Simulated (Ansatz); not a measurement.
The starting structures come from a database of crystals and need not be the phases stable at ambient conditions.

## Evanescent states of MgTe (P6_3/mmc, NiAs type, not sure to be the ambient phase, 4 atoms a cell, 26.4 Å³ an atom) along the normal of (110)

Calculation: PBEsol (plane waves, PAW; Ansatz, an electronic-structure program).

The gap is the functional's own. No spin-orbit coupling. Mid-gap values are interpolated on the energy grid.

Energies count from the valence-band top; κ is the least over a 6×4 mesh across the current.

```csv
E (eV),κ (1/Å),where
0.03,0.069,Γ
0.09,0.078,Γ
0.15,0.085,Γ
0.21,0.091,Γ
0.27,0.096,Γ
0.33,0.100,Γ
0.39,0.103,Γ
0.45,0.106,Γ
0.51,0.109,Γ
0.57,0.111,Γ
0.63,0.112,Γ
0.69,0.109,Γ
0.75,0.084,Γ
0.81,0.046,Γ
```

Q: How thick must the barrier be to attenuate the transmission by 10^6 when the electrodes' Fermi level lies at 0.57 eV, and what attenuation does that film give at 0.27 eV?

A: d = 6 ln 10 / (2 × 0.111) = 62.2 Å. At 0.27 eV it gives 6 × 0.096/0.111 = 5.2 decades.
